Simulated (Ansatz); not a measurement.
Input and output of a self-consistent single point for a (111) slab of Sn2Ir (cut from a parent of space group no. 225; 9 atoms in the cell) (Ansatz, an electronic-structure program).

Method: LDA (PW92), default PAW files made with PBE (plane waves; Ansatz).

```xyz
9
Lattice="4.5157 0.0000 0.0000 2.2578 3.9107 0.0000 0.0000 0.0000 23.2176" Properties=species:S:1:pos:R:3 pbc="T T T"
Ir     0.0000     0.0000     7.9217
Ir     2.2578     1.3036    11.6088
Ir     4.5157     2.6071    15.2958
Sn     2.2578     1.3036     8.8435
Sn     4.5157     2.6071     7.0000
Sn     4.5157     2.6071    12.5305
Sn     0.0000     0.0000    10.6870
Sn     0.0000     0.0000    16.2176
Sn     2.2578     1.3036    14.3741
```

Reference input (self-consistent single point, DFT, LDA (PW92), plane waves, default PAW files made with PBE): basis.ecutwfc = 420 eV; kpoints.mp_grid.grid = 6 6 1; hamiltonian.xc = lda; hamiltonian.pseudopotentials = {kind: paw} (the program's default PAW files); scf.occupations.method = gaussian; scf.occupations.width = 0.1 eV. This run's input differs from it in these lines:

Ansatz 0.2 input:
```diff
@@ -17,3 +17,3 @@
 basis:
-  ecutwfc: 420.0
+  ecutwfc: 840.0
 kpoints:
```

Log, with long lists cut:

```
SCF iter   1: F=—  HF=-70267.817582 eV  |F-HF|=—  |Δ(HF+E_count)|=         —  Δρ=5.77e-3  dr2=1.18e-1  ethr=1.77e-3  ⟨swp⟩=8.7  Hψ=2493  notcnv=0  defer=3
all-band conjugate gradients solve this SCF's bands
preconditioner: auto → LDOS
SCF iter   2: F=—  HF=-70267.803121 eV  |F-HF|=—  |Δ(HF+E_count)|=   1.45e-2  Δρ=2.41e-3  dr2=2.73e-2  ethr=8.72e-5  ⟨swp⟩=2.0  Hψ=1085  notcnv=0  defer=56
   [... lines left out ...]
SCF iter   5: F=—  HF=-70267.792699 eV  |F-HF|=—  |Δ(HF+E_count)|=   2.60e-4  Δρ=3.42e-5  dr2=6.45e-6  ethr=7.35e-8  ⟨swp⟩=3.1  Hψ=1014  notcnv=0  defer=56
SCF iter   6: F=—  HF=-70267.792699 eV  |F-HF|=—  |Δ(HF+E_count)|=   2.95e-7  Δρ=1.06e-5  dr2=6.65e-7  ethr=4.78e-9  ⟨swp⟩=2.7  Hψ=934  notcnv=0  defer=56
SCF iter   7: F=—  HF=-70267.792699 eV  |F-HF|=—  |Δ(HF+E_count)|=   1.32e-7  Δρ=3.97e-6  dr2=1.14e-7  ethr=7.41e-11  ⟨swp⟩=16.4  Hψ=3071  notcnv=0
SCF iter   8: F=-70267.792699 eV  HF=-70267.792699 eV  |F-HF|=5.65e-9  |Δ(HF+E_count)|=  2.62e-10  Δρ=1.09e-6  dr2=1.00e-8  ethr=7.41e-11  ⟨swp⟩=5.3  Hψ=1803  notcnv=0
SCF 1 converged in 8 iterations: F = -70267.792699 eV  dr2 = 1.00e-8
Free energy (F): -70267.792699 eV
Internal energy: -70267.770703 eV  (E = F + TS)
E sigma→0 (E₀):  -70267.781701 eV
Entropy (-TS):   -0.021997 eV (-2.444 meV/atom)
Fermi energy:    4.212053 eV
--- Forces (eV/Å), atoms counted from 1 ---
  atom   1  Ir     0.00000000    -0.00000000     0.43976648
  atom   2  Ir     0.00000000     0.00000000     0.00000000
  atom   3  Ir    -0.00000000     0.00000000    -0.43976648
  atom   4  Sn     0.00000000    -0.00000000    -0.19610683
  atom   5  Sn    -0.00000000    -0.00000000     0.33007427
  atom   6  Sn     0.00000000    -0.00000000     0.34501951
  atom   7  Sn    -0.00000000     0.00000000    -0.34501951
  atom   8  Sn     0.00000000     0.00000000    -0.33007427
  atom   9  Sn     0.00000000     0.00000000     0.19610683
--- Stress (GPa, compression-positive) ---
       -4.360486       0.000000       0.000000
        0.000000      -4.360486      -0.000000
        0.000000      -0.000000      -1.783920
  P = ⅓ Tr σ = -3.5016 GPa (-35.016 kbar)
  The stress holds the Pulay correction. Without it, at fixed plane waves, as pw.x and ABINIT print it: P = -3.5022 GPa
```

The run converged in 8 iterations. Against the reference run the free energy drops by 1.9 meV/atom and the largest force hardly changes (0.438 to 0.440 eV/Å).

The starting cell comes from a database of computed structures (which also holds hypothetical and non-ambient phases and stackings), without a prior relaxation at this level. The slab is cut from that crystal, and its faces are unrelaxed. Its lattice was rescaled by up to half a per cent. Spin-orbit coupling is off. Spin polarisation is off.

Cost on one core of a shared machine: roughly 40 s.
